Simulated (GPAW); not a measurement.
## Worked example: self-consistent single point of LuTlTe2 (R-3m, 4 atoms in the cell) in GPAW

Method: LDA (Perdew-Wang 92), GPAW PAW datasets LDA (gpaw-data 1.0.1) (plane waves; GPAW).

This input was run:

```python
from ase import Atoms
from ase.units import GPa
from gpaw import GPAW, PW, FermiDirac

atoms = Atoms(['Lu', 'Tl', 'Te', 'Te'],
              cell=[[2.189026, 1.263835, 8.138393],
                    [-2.189026, 1.263835, 8.138393],
                    [0.000000, -2.527670, 8.138393]],
              scaled_positions=[[0.500000, 0.500000, 0.500000],
                                [0.000000, 0.000000, 0.000000],
                                [0.763996, 0.763996, 0.763996],
                                [0.236004, 0.236004, 0.236004]],
              pbc=True)

calc = GPAW(mode=PW(800),
            xc='LDA',
            kpts=(5, 5, 5),
            occupations=FermiDirac(0.0),
            nbands=-8,
            convergence={'forces': 0.001, 'bands': -6},
            symmetry={'symmorphic': False, 'tolerance': 0.0005},
            maxiter=150)

atoms.calc = calc

energy = atoms.get_potential_energy()
print('Energy (eV):', round(energy, 6))
forces = atoms.get_forces()
print('Forces (eV/Ang):')
print(forces.round(5))
stress = atoms.get_stress()
print('Stress (GPa, Voigt):', (stress / GPa).round(4))
```

Log, with long lists cut:

```
Input parameters:
  convergence: {bands: -6,
                forces: 0.001}
  kpts: [5 5 5]
  maxiter: 150
  mode: {ecut: 800.0,
         name: pw}
  nbands: -8
  occupations: {fixmagmom: False,
                name: fermi-dirac,
                width: 0.0}
  symmetry: {symmorphic: False,
             tolerance: 0.0005}

species:
  Lu:
    name: Lutetium
    Z: 71.0
    valence: 25
    core: 46
    charge: 0.0
    file: Lu.LDA.gz

    # Using partial waves for Lu as LCAO basis

  Tl:
    name: Thallium
    Z: 81.0
    valence: 13
    core: 68
    charge: 0.0
    file: Tl.LDA.gz

    # Using partial waves for Tl as LCAO basis

  Te:
    name: Tellurium
    Z: 52.0
    valence: 6
    core: 46
    charge: 0.0
    file: Te.LDA.gz

    # Using partial waves for Te as LCAO basis

Reference energy: -1315069.988879  # eV

Spin-paired calculation

Convergence criteria:
 Maximum [total energy] change in last 3 cyles: 0.0005 eV / valence electron
 Maximum integral of absolute [dens]ity change: 0.0001 electrons / valence electron
 Maximum integral of absolute [eigenst]ate change: 4e-08 eV^2 / valence electron
 Maximum change in the atomic [forces] across last 2 cycles: 0.001 eV/Ang OR
Maximum error relative to the maximum force is below inf
 Maximum number of scf [iter]ations: 150

Symmetries present (total): 12
Symmetries with fractional translations: 0
125 k-points: 5 x 5 x 5 Monkhorst-Pack grid
19 k-points in the irreducible part of the Brillouin zone
       k-points in crystal coordinates                weights
   0:     0.00000000    0.00000000    0.00000000          1/125
   1:     0.20000000    0.00000000   -0.20000000          6/125
   2:     0.20000000    0.00000000    0.00000000          6/125
   [... 7 lines left out ...]
          ...
  18:     0.40000000    0.40000000    0.40000000          2/125

Wave functions: Plane wave expansion
  Cutoff energy: 800.000 eV
  Number of coefficients (min, max): 6913, 6972
  Pulay-stress correction: 0.000000 eV/Ang^3 (de/decut=0.000000)

Occupation numbers: # Zero width

Eigensolver

Densities:
  Coarse grid: 56*56*56 grid
  Fine grid: 112*112*112 grid
  Total Charge: 0.000000

Density mixing:
  Method: separate
  Backend: pulay
  Linear mixing parameter: 0.05
  old densities: 5
  Damping of long wavelength oscillations: 50

Hamiltonian:
  XC and Coulomb potentials evaluated on a 112*112*112 grid
  External potential:
    NoExternalPotential

Number of atoms: 4
Number of atomic orbitals: 37
Number of bands in calculation: 33
Number of valence electrons: 50
Bands to converge: 27

Density initialized from atomic densities
  33 bands from LCAO basis set

Atomic positions and initial magnetic moments

Positions:
   0 Lu     0.000000    0.000000   12.207590    ( 0.0000,  0.0000,  0.0000)
   1 Tl     0.000000    0.000000    0.000000    ( 0.0000,  0.0000,  0.0000)
   2 Te    -0.000000   -0.000000   18.653099    ( 0.0000,  0.0000,  0.0000)
   3 Te     0.000000   -0.000000    5.762080    ( 0.0000,  0.0000,  0.0000)

Unit cell:
           periodic     x           y           z      points  spacing
  1. axis:    yes    2.189026    1.263835    8.138393    56     0.0669
  2. axis:    yes   -2.189026    1.263835    8.138393    56     0.0669
  3. axis:    yes    0.000000   -2.527670    8.138393    56     0.0669

  Lengths:   8.521887   8.521887   8.521887
  Angles:   29.768968  29.768968  29.768964

Effective grid spacing dv^(1/3) = 0.0916

     iter     time        total  log10-change:
                         energy   eigst   dens  force
iter:   1 --:--:--   -19.725896   -0.14
iter:   2 --:--:--   -19.632185   -1.02  -1.39
iter:   3 --:--:--   -19.259495   -1.52  -1.43
iter:   4 --:--:--   -19.256667   -2.72  -1.74
iter:   5 --:--:--   -19.291426   -2.30  -1.79
iter:   6 --:--:--   -19.252946   -2.92  -2.12
iter:   7 --:--:--   -19.245473   -3.28  -2.43
iter:   8 --:--:--   -19.245605c  -5.01  -2.92
iter:   9 --:--:--   -19.245029c  -3.81  -3.09
iter:  10 --:--:--   -19.245084c  -4.85  -3.37
iter:  11 --:--:--   -19.245018c  -6.03  -3.58
iter:  12 --:--:--   -19.244902c  -5.02  -3.61
iter:  13 --:--:--   -19.244895c  -5.95  -3.69
iter:  14 --:--:--   -19.244880c  -6.26  -3.89
iter:  15 --:--:--   -19.244870c  -6.07  -3.90
iter:  16 --:--:--   -19.244870c  -5.85  -3.97
iter:  17 --:--:--   -19.244869c  -7.38  -4.21c
iter:  18 --:--:--   -19.244868c  -6.12  -4.31c
iter:  19 --:--:--   -19.244868c  -7.66c -4.42c
iter:  20 --:--:--   -19.244868c  -7.31  -4.49c
iter:  21 --:--:--   -19.244868c  -7.55c -4.57c -1.98
iter:  22 --:--:--   -19.244868c  -8.33c -4.69c -2.95
iter:  23 --:--:--   -19.244868c  -6.96  -4.77c
iter:  24 --:--:--   -19.244868c  -8.66c -5.44c -2.66
iter:  25 --:--:--   -19.244868c  -9.10c -5.49c -3.21c

Converged after 25 iterations.

Dipole moment: (0.000000, 0.000000, -0.000000) |e|*Ang

Energy contributions relative to reference atoms: (reference = -1315069.988879)

Kinetic:        +24.893197
Potential:      -26.179948
External:        +0.000000
XC:             -18.224479
Entropy (-ST):   +0.000000
Local:           +0.266363
SIC:             +0.000000
--------------------------
Free energy:    -19.244868
Extrapolated:   -19.244868

Showing only first 2 kpts
 Kpt  Band  Eigenvalues  Occupancy
  0    23      4.92488    2.00000
  0    24      4.92488    2.00000
  0    25      7.35072    0.00000
  0    26      7.35073    0.00000

  1    23      3.97335    2.00000
  1    24      4.04133    2.00000
  1    25      7.22654    0.00000
  1    26      7.49910    0.00000

Fermi level: 6.00403

Gap: 0.649 eV
Transition (v -> c):
  (s=0, k=18, n=24, [0.40, 0.40, 0.40]) -> (s=0, k=15, n=25, [0.40, 0.40, -0.20])
Direct/indirect transitions are different
Direct gap: 1.518 eV
Transition at: (s=0, k=18, n=24, [0.40, 0.40, 0.40])
Energy (eV): -19.244868

Forces in eV/Ang:
  0 Lu    0.00000    0.00000    0.00000
  1 Tl    0.00000    0.00000    0.00000
  2 Te    0.00000    0.00000    0.04006
  3 Te    0.00000    0.00000   -0.04006

Stress tensor:
     0.020035    -0.000000    -0.000000
    -0.000000     0.020035     0.000000
     0.000000     0.000000     0.021843
Stress (GPa, Voigt): [ 3.21    3.21    3.4996  0.     -0.     -0.    ]
```

The run converged in 25 iterations. GPAW prints stress with tension positive.

The starting cell comes from a database of computed structures (which also holds hypothetical and non-ambient phases and stackings), without a prior relaxation at this level. Its lattice was rescaled by a random factor within 2.5 % of one. Spin-orbit coupling is off. With a pressure of about -3 GPa the cell is away from its equilibrium volume at this level. Another mesh or the band path of this cell gives a smaller gap, so this value is not converged in the mesh.

Cost on one core of a shared machine: roughly 3 min.
